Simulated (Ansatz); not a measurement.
The reference is MgO in the rock salt structure (space group Fm-3m, No. 225; a = 4.254 Å).

The values are results of plane-wave PAW DFT at the PBE level (Ansatz, a program for electronic structure, 420 eV), scalar-relativistic without spin-orbit coupling, not measurements.

One change was made to it. Results:

```csv
quantity,base,after
band gap,4.46 eV,7.60 eV
width of the top valence band,1.71 eV,2.29 eV
density,3.48 g/cm³,4.61 g/cm³
```

Task: Name the change that was made.
A) pressure 30 GPa
B) pressure 15 GPa
C) pressure −2 GPa
D) pressure 75 GPa

Result: D, pressure 75 GPa. For comparison, the band gap in the other runs: pressure 15 GPa gives 5.30 eV; pressure −2 GPa gives 4.33 eV; pressure 30 GPa gives 5.98 eV.

Load acts through the strain it causes; cell and atoms are relaxed under it. No phonon test of stability was made. No other phases were tried under pressure.
